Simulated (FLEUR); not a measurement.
FLEUR run on LuFeC2 (Amm2, 4 atoms in the cell): self-consistent single point

Level of theory: LDA (Perdew-Zunger), all-electron FLAPW (FLEUR), scalar-relativistic valence in FLEUR.

This input was run:

Input of the input generator:

```
LuFeC2
&input film=f /
6.5262636577 0.0000000000 0.0000000000
0.0000000000 4.2495499686 5.5867579690
0.0000000000 -4.2495499686 5.5867579690
1.0
1.0 1.0 1.0

4
71 0.0000000000 0.9922500000 0.9922500000 : 0.00
26 0.5000000000 0.3912900000 0.3912900000 : 4.00
6 0.5000000000 0.8572800000 0.5441800000 : 0.00
6 0.5000000000 0.5441800000 0.8572800000 : 0.00

&comp jspins=2 /
&exco xctyp='pz' /
&kpt div1=7 div2=6 div3=6 gamma=t /
&end /
```

```xml
<?xml version="1.0" encoding="UTF-8" standalone="no"?>
<fleurInput fleurInputVersion="0.39">
   <comment>
      LuFeC2                                                                                              
   </comment>
   <calculationSetup>
      <cutoffs Kmax="4.8" Gmax="19.2" GmaxXC="19.2" numbands="0"/>
      <scfLoop itmax="80" minDistance="0.00001" maxIterBroyd="99" imix="Anderson" alpha="0.05" precondParam="0.0" spinf="2.0"/>
      <coreElectrons ctail="T" frcor="F" kcrel="0" coretail_lmax="0"/>
      <xcFunctional name="pz" relativisticCorrections="F"/>
      <magnetism jspins="2"/>
      <soc l_soc="F" theta="0.0" phi="0.0" spav="F"/>
      <expertModes spex="0" secvar="F"/>
      <geometryOptimization l_f="T" forcealpha="1.0" forcemix="BFGS" epsdisp="0.00001" epsforce="0.00001"/>
      <ldaU l_linMix="F" mixParam="0.05" spinf="1.0"/>
   </calculationSetup>
   <cell>
      <bzIntegration valenceElectrons="49.0" mode="hist" fermiSmearingEnergy="0.00499791">
         <kPointListSelection listName="default-1"/>
         <!-- k-points included here -->
         <xi:include xmlns:xi="http://www.w3.org/2001/XInclude" href="kpts.xml"> </xi:include>
      </bzIntegration>
      <!-- symmetry operations included here -->
      <xi:include xmlns:xi="http://www.w3.org/2001/XInclude" href="sym.xml"> </xi:include>
      <bulkLattice scale="1.0">
         <bravaisMatrix>
            <row-1>    6.5262636577000004     0.0000000000000000     0.0000000000000000</row-1>
            <row-2>    0.0000000000000000     4.2495499686000002     5.5867579689999998</row-2>
            <row-3>    0.0000000000000000    -4.2495499686000002     5.5867579689999998</row-3>
         </bravaisMatrix>
      </bulkLattice>
   </cell>
   <atomSpecies>
      <species name="Lutetium (Lu)" element="Lu" atomicNumber="71">
         <mtSphere radius="2.63" gridPoints="925" logIncrement="0.014"/>
         <atomicCutoffs lmax="10" lnonsphr="8"/>
         <electronConfig flipSpins="F">
            <coreConfig>(1s1/2) (2s1/2) (2p1/2) (2p3/2) (3s1/2) (3p1/2) (3p3/2) (4s1/2) (3d3/2) (3d5/2) (4p1/2) (4p3/2) (4d3/2) (4d5/2)</coreConfig>
            <valenceConfig>(5s1/2) (5p1/2) (5p3/2) (6s1/2) (4f5/2) (4f7/2) (5d3/2) (5d5/2)</valenceConfig>
            <stateOccupation state="(5d3/2)" spinUp="0.2" spinDown="0.2"/>
            <stateOccupation state="(5d5/2)" spinUp="0.3" spinDown="0.3"/>
         </electronConfig>
         <energyParameters s="6" p="6" d="5" f="4"/>
         <lo type="SCLO" l="0" n="5" eDeriv="0"/>
         <lo type="SCLO" l="1" n="5" eDeriv="0"/>
      </species>
      <species name="Iron (Fe) 4.000" element="Fe" atomicNumber="26">
         <mtSphere radius="2.09" gridPoints="737" logIncrement="0.016"/>
         <atomicCutoffs lmax="8" lnonsphr="6"/>
         <electronConfig flipSpins="F">
            <coreConfig>(1s1/2) (2s1/2) (2p1/2) (2p3/2)</coreConfig>
            <valenceConfig>(3s1/2) (3p1/2) (3p3/2) (4s1/2) (3d3/2) (3d5/2)</valenceConfig>
            <stateOccupation state="(3d3/2)" spinUp="2.0" spinDown="0.4"/>
            <stateOccupation state="(3d5/2)" spinUp="3.0" spinDown="0.6"/>
         </electronConfig>
         <energyParameters s="4" p="4" d="3" f="4"/>
         <lo type="SCLO" l="0" n="3" eDeriv="0"/>
         <lo type="SCLO" l="1" n="3" eDeriv="0"/>
      </species>
      <species name="Carbon (C)" element="C" atomicNumber="6">
         <mtSphere radius="1.22" gridPoints="431" logIncrement="0.024"/>
         <atomicCutoffs lmax="6" lnonsphr="4"/>
         <electronConfig flipSpins="F">
            <coreConfig>(1s1/2)</coreConfig>
            <valenceConfig>(2s1/2) (2p1/2) (2p3/2)</valenceConfig>
            <stateOccupation state="(2p1/2)" spinUp="0.3333333333" spinDown="0.3333333333"/>
            <stateOccupation state="(2p3/2)" spinUp="0.6666666667" spinDown="0.6666666667"/>
         </electronConfig>
         <energyParameters s="2" p="2" d="3" f="4"/>
      </species>
   </atomSpecies>
   <atomGroups>
      <atomGroup species="Lutetium (Lu)">
         <relPos label="                   1">.0000000000 -.0077500000 -.0077500000</relPos>
         <force calculate="T" relaxXYZ="TTT"/>
      </atomGroup>
      <atomGroup species="Iron (Fe) 4.000">
         <relPos label="                   2">1.000/2.000 .3912900000 .3912900000</relPos>
         <force calculate="T" relaxXYZ="TTT"/>
      </atomGroup>
      <atomGroup species="Carbon (C)">
         <relPos label="                   3">1.000/2.000 -.1427200000 -.4558200000</relPos>
         <relPos label="                   4">1.000/2.000 -.4558200000 -.1427200000</relPos>
         <force calculate="T" relaxXYZ="TTT"/>
      </atomGroup>
   </atomGroups>
   <output dos="F" band="F" slice="F">
      <checks vchk="F" cdinf="F"/>
      <bandDOS minEnergy="-.5*Htr" maxEnergy="0.5*Htr" sigma="0.015" storeEVData="T"/>
      <vacuumDOS vacdos="F" integ="F" star="F" nstars="0" locx1="0.0" locy1="0.0" locx2="0.0" locy2="0.0" nstm="0" tworkf="0.0"/>
      <unfoldingBand unfoldBand="F" supercellX="1" supercellY="1" supercellZ="1"/>
      <plotting iplot="0" polar="F">
         <plot TwoD="T" vec1="  1.0  0.0  0.0" vec2="  0.0  1.0  0.0" vec3="  0.0  0.0  1.0" zero="  0.0  0.0  0.0" file="plot"/>
      </plotting>
      <chargeDensitySlicing numkpt="0" minEigenval="0.0" maxEigenval="0.0" nnne="0" pallst="F"/>
      <specialOutput eonly="F"/>
      <magneticCircularDichroism mcd="F" energyLo="-10.0" energyUp="0.0"/>
   </output>
  <!-- We include the file relax.xml here to enable relaxations (see documentation) -->
  <xi:include xmlns:xi="http://www.w3.org/2001/XInclude" href="relax.xml"> <xi:fallback/> </xi:include>
</fleurInput>
```

Output (repeated stretches shortened):

```
      Welcome to FLEUR        (www.flapw.de)
      MaX-Release 8.1          (www.max-centre.eu)

 ========== k-point set info ==========
 Selected k-point list: default-1
 k-point list type: mesh
 7 x 6 x 6
 Number of k points: 52

 ------------Calculation Setup---------------------------
           1           2           4          13          26          52
 Number of basis functions:          620
 Iteration:     1   Distance:      28.32220081 me/bohr^3
 Iteration:     2   Distance:      28.36289845 me/bohr^3
 Iteration:     3   Distance:      26.60700826 me/bohr^3
 Iteration:     4   Distance:      13.88840314 me/bohr^3
 Iteration:     5   Distance:      15.18138368 me/bohr^3
 Iteration:     6   Distance:       8.57294613 me/bohr^3
   [... 33 lines left out ...]
 Iteration:    40   Distance:       0.00006407 me/bohr^3
 Iteration:    41   Distance:       0.00006499 me/bohr^3
 Iteration:    42   Distance:       0.00009208 me/bohr^3
 Iteration:    43   Distance:       0.00004482 me/bohr^3
 Iteration:    44   Distance:       0.00000777 me/bohr^3
 Reset of history
 Run finished successfully
 Stop message:
   Structural relaxation: new displacements generated

[file out, last iteration]
             iter=     45
          p o t e n t i a l   g e n e r a t o r
[...]
          integral of pseudo charge density inside the slab=        0.000000   0.000000
     coulomb potential in the interstitial region:
          density-coulomb potential integrals
          total density-coulomb potenti   -26791.6563603840
          density-effective potential integrals for spin  1
          density-effective potential integrals for spin  2
          total density-effective poten   -2.7265566499E+04
          charge density-energy density integrals
          total charge density-energy d   -3.5728471084E+02
 Updated energy parameters for spin:           1
  Atom    1 6s branch from -1.57 to  2.10 htr. ; e_l =  0.3404
  Atom    1 6p branch from -0.42 to  2.94 htr. ; e_l =  0.4723
  Atom    1 5d branch from -6.38 to  1.07 htr. ; e_l =  0.4931
  Atom    1 4f branch from -9.99 to  0.30 htr. ; e_l =  0.3115
  Atom    1 5s branch from-17.13 to -1.57 htr. ; e_l(l -1.5899
  Atom    1 5p branch from-12.46 to -0.42 htr. ; e_l(l -0.5305
  Atom    2 4s branch from -2.68 to  2.65 htr. ; e_l =  0.2253
  Atom    2 4p branch from -1.43 to  3.27 htr. ; e_l =  0.3502
  Atom    2 3d branch from -9.99 to  0.61 htr. ; e_l =  0.3794
  Atom    2 4f branch from -9.99 to  4.18 htr. ; e_l =  0.6576
  Atom    2 3s branch from-29.33 to -2.68 htr. ; e_l(l -2.7059
  Atom    2 3p branch from-24.92 to -1.43 htr. ; e_l(l -1.4753
  Atom    3 2s branch from -9.21 to  3.87 htr. ; e_l = -0.3886
  Atom    3 2p branch from -9.99 to  2.95 htr. ; e_l = -0.2063
  Atom    3 3d branch from -9.99 to  8.49 htr. ; e_l = -0.0104
  Atom    3 4f branch from -9.99 to 14.20 htr. ; e_l =  0.1493
 Updated energy parameters for spin:           2
  Atom    1 6s branch from -1.57 to  2.10 htr. ; e_l =  0.3404
  Atom    1 6p branch from -0.42 to  2.94 htr. ; e_l =  0.4723
  Atom    1 5d branch from -6.38 to  1.07 htr. ; e_l =  0.4931
  Atom    1 4f branch from -9.99 to  0.30 htr. ; e_l =  0.3115
  Atom    1 5s branch from-17.13 to -1.57 htr. ; e_l(l -1.5899
   [... lines left out ...]
          first approx. to ef    (T=0)  :   0.454692 htr   (energy of the highest occ. eigenvalue)
FERHIS:  Fermi-Energy by histogram:
          bandgap                     :   0.000072 htr
          charge neutrality (T=0)     :   0.000000    (zero if the highest occ. eigenvalue is "entirely" occupied)
     EF_NEWTON:  Adjust Fermi-Energy by Newton-Method.
 Direct bandgap for spin            1 :    1.2110357944038364E-002  Htr
 Direct bandgap for spin            2 :    1.2110578586631282E-002  Htr
   [... lines left out ...]
 ---->    (input%tkb*entropy) TS=              0.0061899854 htr
 ---->    free energy=                    -15918.5835109626 htr
      extrapolation for T->0
 ---->    total electron energy=          -15918.5804159699 htr
SPIN-1 FORCE FOR ATOM TYPE=  1  X=  0.000   Y=  0.000   Z= -0.087      FX_SP = 0.000000 FY_SP = 0.000000 FZ_SP = 0.002082
SPIN-2 FORCE FOR ATOM TYPE=  1  X=  0.000   Y=  0.000   Z= -0.087      FX_SP = 0.000000 FY_SP = 0.000000 FZ_SP = 0.002083
SPIN-1 FORCE FOR ATOM TYPE=  2  X=  3.263   Y=  0.000   Z=  4.372      FX_SP = 0.000000 FY_SP = 0.000000 FZ_SP =-0.004629
SPIN-2 FORCE FOR ATOM TYPE=  2  X=  3.263   Y=  0.000   Z=  4.372      FX_SP = 0.000000 FY_SP = 0.000000 FZ_SP =-0.004628
SPIN-1 FORCE FOR ATOM TYPE=  3  X=  3.263   Y=  1.331   Z= -3.344      FX_SP = 0.000000 FY_SP = 0.001371 FZ_SP = 0.001266
SPIN-2 FORCE FOR ATOM TYPE=  3  X=  3.263   Y=  1.331   Z= -3.344      FX_SP = 0.000000 FY_SP = 0.001370 FZ_SP = 0.001266
 ***** TOTAL FORCES ON ATOMS *****
 TOTAL FORCE FOR ATOM TYPE=  1  X=  0.000   Y=  0.000   Z= -0.087
                       FX_TOT= 0.000000 FY_TOT= 0.000000 FZ_TOT= 0.004164
 TOTAL FORCE FOR ATOM TYPE=  2  X=  3.263   Y=  0.000   Z=  4.372
                       FX_TOT= 0.000000 FY_TOT= 0.000000 FZ_TOT=-0.009257
 TOTAL FORCE FOR ATOM TYPE=  3  X=  3.263   Y=  1.331   Z= -3.344
                       FX_TOT= 0.000000 FY_TOT= 0.002741 FZ_TOT= 0.002532
```

The run converged in 44 iterations. FLEUR gives forces in its relaxation mode, with a further iteration, so its stop message speaks of a relaxation.

The starting cell comes from a database of computed structures (which also holds hypothetical and non-ambient phases and stackings), without a prior relaxation at this level. Spin-orbit coupling is off. The starting moments vanished: the run ended non-magnetic, which need not be the lowest state. Values depend on the basis (sphere radii, cutoffs, local orbitals), which need not be converged. The log's line on a gap gives a spacing of levels on this mesh, which the program prints for metals too.

Cost on one core of a shared machine: roughly 20 min.
